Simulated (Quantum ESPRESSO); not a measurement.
## Equation of state of CsCl-type CuZn (space group 221): energy against volume (Quantum ESPRESSO, LDA)

```yaml
crystal:
  lattice:
    - [2.83527, 0.00000, 0.00000]
    - [0.00000, 2.83527, 0.00000]
    - [0.00000, 0.00000, 2.83527]
  atoms:
    - { symbol: Zn, position: [0.50000, 0.50000, 0.50000] }
    - { symbol: Cu, position: [0.00000, 0.00000, 0.00000] }
```

Method of the run: LDA (PZ), GBRV 1.5 ultrasoft (LDA) pseudopotentials (plane waves; Quantum ESPRESSO). Settings: ecutwfc = 65 Ry; ecutrho = 520 Ry; occupations = smearing; smearing = fd; degauss = 0.0036749 Ry; potentials = {Zn: zn_lda_v1.uspp.F.UPF, Cu: cu_lda_v1.2.uspp.F.UPF}; K_POINTS = automatic 20 20 20 0 0 0; conv_thr = 1e-10 Ry. The cell above is the first row's. The rows scale it uniformly. In all rows fractional positions and the k mesh are held. E is the free energy at the stated smearing, counted from the lowest row.

| V (Å^3/atom) | E (meV/atom) |
|---|---|
| 11.396 | 9.21 |
| 11.644 | 1.83 |
| 11.891 | 0.00 |
| 12.139 | 3.09 |
| 12.387 | 10.49 |
| 12.635 | 21.66 |
| 12.882 | 36.22 |
| 13.130 | 53.72 |
| 13.378 | ? |

### Question
Using the third-order Birch-Murnaghan form, a cubic in V^(-2/3), estimate the missing E at V = 13.378 from the other rows, showing the fit.

### Answer
With u = V^(-2/3) - 0.188, the rows have u = 0.009469, 0.006655, 0.003950, 0.001326, -0.001209, -0.003661, -0.006025, -0.008324. Least squares gives E = 6.413 - 2958.70·u + 334993·u² + 914514·u³. Residuals (row less fit): 0.000, 0.001, -0.009, 0.009, 0.012, -0.030, 0.020, -0.005; standard error 0.020 (degrees of freedom: 4). Its minimum lies at u = 0.004339, so V0 = (0.192339)^(-3/2) = 11.85. There d²E/du² = 693800 and d³E/du³ = 5487000, so B0 = (4/9) × 11.85^(-7/3) × 693800 × 0.160218 = 154 GPa (the last factor turns the table's units into GPa), and B0' = 4 + (2/3) × 0.192339 × (5487000)/693800 = 5.0. The program's pressures in the fitted runs (not shown) pass through zero at V = 11.83, 0.19 % from this V0. At the withheld row, u = -0.010551, so E = 6.413 - 2958.70 × (-0.010551) + 334993 × (-0.010551)² + 914514 × (-0.010551)³ = 73.849 meV/atom. The calculation gives 73.85 meV/atom, which the fit meets to the printed digits. The row lies outside the fitted rows, so this is an extrapolation. From the scatter of the fitted rows alone, a prediction at this place has a standard error of 0.049 meV/atom, so the miss is 0.0 times that.

Carrying the step between the two nearest rows on in a straight line would have given 71.22, off by 2.63; series whose last step already gives the withheld value aren't shown. The scan was laid around a cell of about the measured size, scaled by a guess for this functional. The runs keep the symmetry of the cell, so they don't test it for distortions. Spin polarisation is off. Cutoffs and mesh are single choices, not tested for convergence of this quantity. Series with a scatter that would blur these digits, or in which a gap closes, are not shown. Nor are scans whose minimum lies at an end fitted in this form.
